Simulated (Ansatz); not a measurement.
**Y3Si (model structure, started from the D03 type, Fm-3m, No. 225, 4 atoms in the cell): lattice parameter a by level of theory**

No measured value is used here.

| level (code) | value (Å) |
|---|---|
| PBE (Ansatz) | (withheld) |
| PBEsol (Ansatz) | 7.284 |
| PBE-D3(BJ) (Ansatz) | 7.285 |

### Question
What belongs in the gaps?

### Answer

- PBE (Ansatz, a first-principles code), value (Å): 7.397

Ansatz's density-functional and Hartree–Fock values are scalar-relativistic unless marked +SOC, with PAW data made under PBE.

A model structure was made by putting elements into a prototype or built by hand; it is no filed structure, need not be a known phase, and can be a saddle point held by its symmetry.
